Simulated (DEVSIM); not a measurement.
Structure: abrupt Si n-p junction, at 250 K.

| layer (left to right) | material | thickness (μm) | Nd (cm⁻³) | Na (cm⁻³) | τn (s) | τp (s) |
|---|---|---|---|---|---|---|
| 1 | Si | 4.90 | 6.9e15 | - | 0.00045 | 0.00045 |
| 2 | Si | 78.0 | - | 4.2e15 | 0.00045 | 0.00045 |

Left contact: ohmic. Right contact: ohmic. Voltage is applied to the left contact. Recombination: SRH at mid-gap, radiative. Mobility is μmin + (μ − μmin)/(1 + (N/Nref)^α).

This is a model device: material constants are rounded textbook-type values typed into the input, and sizes, dopings and lifetimes were drawn at random. Values at 300 K; Nc and Nv go as T^1.5, mobilities as T to minus their exponent, the gap by Varshni's rule with the affinity fixed.

```csv
parameter,Si
gap (eV),1.124
affinity (eV),4.05
permittivity,11.7
Nc (cm⁻³),2.86e19
Nv (cm⁻³),3.1e19
μn (cm²/Vs),1417
μp (cm²/Vs),470
"μn,min",52
"μp,min",45
"Nref,n",9.7e16
"Nref,p",2.2e17
αn,0.68
αp,0.72
T exponent of μn,2.3
T exponent of μp,2.2
B (cm³/s),4.7e-15
Varshni α (eV/K),0.000473
Varshni β (K),636
```

Simulated with DEVSIM: 1D drift-diffusion, Boltzmann statistics, complete ionisation; no tunnelling, impact ionisation, image-force lowering or self-heating.

The thickness of layer 1 was swept, all else fixed.

```json
[
 {"thickness of layer 1 (μm)": "0.98", "dark forward voltage at 100 A/cm² (V)": "1.321", "dark forward voltage at 1 A/cm² (V)": "0.693"},
 {"thickness of layer 1 (μm)": "1.7", "dark forward voltage at 100 A/cm² (V)": "1.223", "dark forward voltage at 1 A/cm² (V)": "0.702"},
 {"thickness of layer 1 (μm)": "2.9", "dark forward voltage at 100 A/cm² (V)": "1.152", "dark forward voltage at 1 A/cm² (V)": "0.712"},
 {"thickness of layer 1 (μm)": "4.9", "dark forward voltage at 100 A/cm² (V)": "1.102", "dark forward voltage at 1 A/cm² (V)": "0.720"},
 {"thickness of layer 1 (μm)": "8.3", "dark forward voltage at 100 A/cm² (V)": "___", "dark forward voltage at 1 A/cm² (V)": "___"},
 {"thickness of layer 1 (μm)": "15", "dark forward voltage at 100 A/cm² (V)": "1.045", "dark forward voltage at 1 A/cm² (V)": "0.732"},
 {"thickness of layer 1 (μm)": "24", "dark forward voltage at 100 A/cm² (V)": "1.039", "dark forward voltage at 1 A/cm² (V)": "0.735"}
]
```

Complete the blanks.


- 8.3, dark forward voltage at 100 A/cm² (V): 1.068
- 8.3, dark forward voltage at 1 A/cm² (V): 0.727
